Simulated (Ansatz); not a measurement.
The parent structure is GaN in the zinc blende structure (space group F-43m, No. 216).

```yaml
crystal:
  lattice:
    - [0.00000, 2.24895, 2.24895]
    - [2.24895, 0.00000, 2.24895]
    - [2.24895, 2.24895, 0.00000]
  atoms:
    - { symbol: Ga, position: [0.00000, 0.00000, 0.00000] }
    - { symbol: N, position: [0.25000, 0.25000, 0.25000] }
```

Cartesian axes are those of the cell as printed.

Computed with Kohn–Sham DFT with the r2SCAN functional, run in Ansatz (a first-principles code) with PAW and 500 eV plane waves, no spin-orbit coupling.

The change: uniaxial strain ε_zz = −1.00 %, all other strain components held at zero; the atoms relax in the strained cell.

**Question.** Predict the stress tensor and what it implies for the stiffness.

**Answer.** Stress of the strained cell less that of the base (GPa, compression positive):
```
   1.58    0.00    0.00
   0.00    1.58    0.00
   0.00    0.00    2.87
```

Then −Δσ_ii/ε with ε = -0.0100 gives relaxed-ion elastic constants: C33 ≈ 287 GPa, C13 ≈ 158 GPa and C23 ≈ 158 GPa.

Whether these cells are dynamically stable was not tested. This is not the structure that GaN has at room temperature and ambient pressure.
